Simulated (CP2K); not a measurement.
CP2K is run on MgH2 (P4_2/mnm, 6 atoms in the cell), and the run fails. The aim is a self-consistent single point with DFT PBE, GPW, DZVP-MOLOPT-SR-GTH basis, GTH-PBE potentials (GTH_POTENTIALS).

Cell that was meant: a = 4.4046 Å, b = 4.4046 Å, c = 2.9444 Å, α = 90.00°, β = 90.00°, γ = 90.00°.

Part of the input:

```
    &END QS
    &MGRID
      CUTOFF 1000
      RELCUTOFF 60
      NGRIDS 5
    &END MGRID
    &SCF
```

Log, with long lists cut:

```
 Possible matches for unknown keyword

 RELCUTOFF

   keyword REL_CUTOFF in section %__ROOT__%FORCE_EVAL%DFT%MGRID score:  109
   keyword REL_CUTOFF in section %__ROOT__%FORCE_EVAL%PROPERTIES%TDDFPT%MGRID score:  109
   keyword REL_CUTOFF in section %__ROOT__%FORCE_EVAL%PROPERTIES%RIXS%TDDFPT%MGRID score:  109
   keyword CUTOFF in section %__ROOT__%FORCE_EVAL%DFT%MGRID score:  107
   keyword CUTOFF in section %__ROOT__%FORCE_EVAL%PROPERTIES%TDDFPT%MGRID score:  107

 *******************************************************************************
 *   ___                                                                       *
 *  /   \                                                                      *
 * [ABORT]                                                                     *
 *  \___/           found an unknown keyword RELCUTOFF in section MGRID        *
 *    |                                                                        *
 *  O/|                                                                        *
 * /| |                                                                        *
 * / \                                               input/input_parsing.F:253 *
 *******************************************************************************

 ===== Routine Calling Stack =====

            5 section_vals_parse
            4 section_vals_parse
            3 section_vals_parse
            2 section_vals_parse
            1 read_input
Abort(1) on node 0 (rank 0 in comm 0): application called MPI_Abort(MPI_COMM_WORLD, 1) - process 0
```

Question: Read the log: what does the program object to, and what is the fix?

Answer: The fault is a keyword that the program does not know. The program does not know a key of this name. To fix it, use the program's own name for the key. The program stopped before any SCF iteration.

An input that runs soundly differs in these lines (not the only fix; some lines may just follow from the change or write a value another way):
```diff
-      RELCUTOFF 60
+      REL_CUTOFF 60
```

With that input, the run converged in 10 iterations: free energy E − TS -3506.9786 eV; top of the valence band (on the code's own zero) 2.49 eV; gap on the k-point mesh 3.54 eV; pressure 3.09 GPa; largest force (vector length) 0.124 eV/Å (DFT PBE, GPW, DZVP-MOLOPT-SR-GTH basis, GTH-PBE potentials (GTH_POTENTIALS)).

On the sound input: the starting cell comes from a database of computed structures (which also holds hypothetical and non-ambient phases and stackings), without a prior relaxation at this level. Its lattice was rescaled by a random factor within 2.5 % of one. Values carry the incompleteness of an atom-centred basis. With a pressure of about 3 GPa the cell is away from its equilibrium volume at this level.
